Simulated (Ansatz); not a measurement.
## Zn: element substitutions

The reference is Zn in the hcp (Mg type) structure (space group P6_3/mmc, No. 194; a = 2.636 Å, c = 4.657 Å).

Each row replaces one element on all its sites; cell and atoms are relaxed.

Calculations: PBEsol (Ansatz, a quantum-chemistry and plane-wave program; PAW; 420 eV plane waves; no SOC).

```tsv
change	c/a ratio	density	shortest interatomic distance
base	1.767	7.75 g/cm³	2.636 Å
Zn → V	1.803	6.35 g/cm³	2.574 Å
Zn → Ni	1.642	9.36 g/cm³	2.447 Å
Zn → Mg	1.639	1.79 g/cm³	3.167 Å
```

Other magnetic orders, which the real material may have, were not ruled out. Stability against distortions was not tested. For V in this form, whether it has been made was not checked. Seeded moments were not kept for Zn → V. Spin-polarised in the final run: Ni; the other runs are not. This is not the structure that V has at room temperature and ambient pressure. This is not the structure that Ni has at room temperature and ambient pressure.
